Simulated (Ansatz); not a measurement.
# O vacancy (broken-bond start) in monoclinic HfO2

The numbers are results of PBE, PAW (plane waves to 420 eV; Ansatz, a first-principles code), not measurements. A supercell of 96 sites (2×2×2 repeats of a cell of 12 atoms) was used; the energies come from a 2×2×2 shifted sampling of its zone. Sites at the start: the O(1) site; a neighbour pushed 0.95 Å away from the vacancy. Charged cells carry a point-charge image correction with potential alignment at far atoms. Dielectric constants: PBE linear response of the host. Host gap at this level: 4.04 eV. Finite-size and sampling errors can reach tenths of an eV here. The semilocal functional narrows the gap, so deep levels can fall outside it. Spin–orbit coupling is left out, which matters for these heavy elements. Each state is the lowest found from its start.

Formation energies E_f are given with the Fermi level at the valence-band maximum. Chemical conditions: Hf-rich (Δμ(O) = -5.19 eV; only phases computed here count, gases as isolated molecules at 0 K); O-rich (Δμ(O) = 0.00 eV; only phases computed here count, gases as isolated molecules at 0 K). Reference phases: O: O2 molecule in a box.

Charges with a result: +2, +1, 0. Others weren't obtained, and one of them could lie lower, also by skipping a charge.

```tsv
charge	moment (μB)	point group	largest move off a lattice site (Å)	image correction with alignment (eV)	E_f, Hf-rich (eV)	E_f, O-rich (eV)
+2	not spin-polarised	C1	0.40	0.21	-4.47	0.72
+1	1.0	C1	0.18	0.01	-1.86	3.33
0	not spin-polarised	C1	0.10	0.00	1.13	6.32
```

Point groups are those of the whole cell at tolerances of 0.03 and 0.1 Å ("near" where only the looser one holds); none is given for unsettled states.

Not the lowest form: the same atoms on another site or from another start ended lower, by 0.14 eV at charge 0. The levels below are those of this configuration alone.

Transition levels above the valence-band maximum: ε(+2/+1) = 2.61 eV; ε(+1/0) = 2.99 eV.

Flagged in the runs: a host whose relaxation on this sampling wasn't shown to rest.
